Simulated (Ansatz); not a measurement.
Base system: MoSi₂ (space group Fddd, No. 70; a = 4.571 Å, b = 7.958 Å, c = 8.727 Å; a hypothetical phase, not in the database extracts checked). Axes: x, y, z lie along a, b, c of the conventional cell.

Structures relaxed with PBEsol/PAW in Ansatz (a quantum-chemistry and plane-wave program), no spin-orbit coupling.

Base:

Simulated powder pattern, Cu Kα1, λ = 1.54056 Å (kinematic, ideal powder, no thermal factors, no anomalous dispersion; the 8 strongest lines at most, above 2 %, up to 2θ = 90°):

```csv
2θ (°),I/Imax (%),hkl
24.65,74,(111)
30.38,47,(022)
38.35,23,(113)
40.62,100,(131)
41.35,48,(004)
44.72,75,(202)
50.63,52,(133)
67.35,22,(135)
```

Modification: uniaxial strain ε_zz = −1.12 %, all other strain components held at zero; the atoms relax in the strained cell.

Task: How do the reflections move or split?

Result: 
Simulated powder pattern, Cu Kα1, λ = 1.54056 Å (kinematic, ideal powder, no thermal factors, no anomalous dispersion; the 8 strongest lines at most, above 2 %, up to 2θ = 90°):

```
2θ (°)  I/Imax (%)    hkl
------  ----------  -----
24.70           73  (111)
30.54           46  (022)
38.64           23  (113)
40.65          100  (131)
41.84           46  (004)
44.84           75  (202)
50.86           51  (133)
67.90           21  (135)
```

The indices refer to the base's conventional cell; one index is shown for lines that coincide.

Whether these cells are dynamically stable was not tested. The final runs are not spin-polarised.
